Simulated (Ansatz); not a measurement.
V_O+N_O+N_O in metastable polar orthorhombic HfO2 (start: the O(1) site; O(2) 2.55 Å away; O(1) 2.73 Å away; 96-site cell, 2×2×2 shifted sampling). Method: PBE, PAW (plane waves to 420 eV; Ansatz, a quantum-chemistry and plane-wave program). Total energies of the localised charge states, counted from that of charge +1, and their image corrections (point charge with alignment); the host's valence-band maximum lies at 14.475 eV on the cells' energy zero and its gap is 4.36 eV.

```
charge         moment (μB)  E − E(first) (eV)  correction (eV)
------  ------------------  -----------------  ---------------
+1                     1.0              0.000            0.001
0       not spin-polarised             15.418            0.000
```

Task: Derive the transition levels above the valence-band maximum and say which of them are thermodynamic.

Result: A level is the Fermi energy at which two charges have equal formation energy: ε(q/q′) = [E(q′) + corr(q′) − E(q) − corr(q)] / (q − q′) − E_VBM.
ε(+1/0) = [(15.418 + 0.000) − (0.000 + 0.001)] / 1 − 14.475 = 0.94 eV
Thermodynamic levels at least 0.1 eV inside the gap: (+1/0) at 0.94 eV. They hold to tenths of an eV in this cell. Charges with a result: +1, 0. Others weren't obtained, and one of them could lie lower, also by skipping a charge. The geometries come from one start. Flagged in the runs: a host whose relaxation on this sampling wasn't shown to rest, a strain field that reaches the edge of the cell.
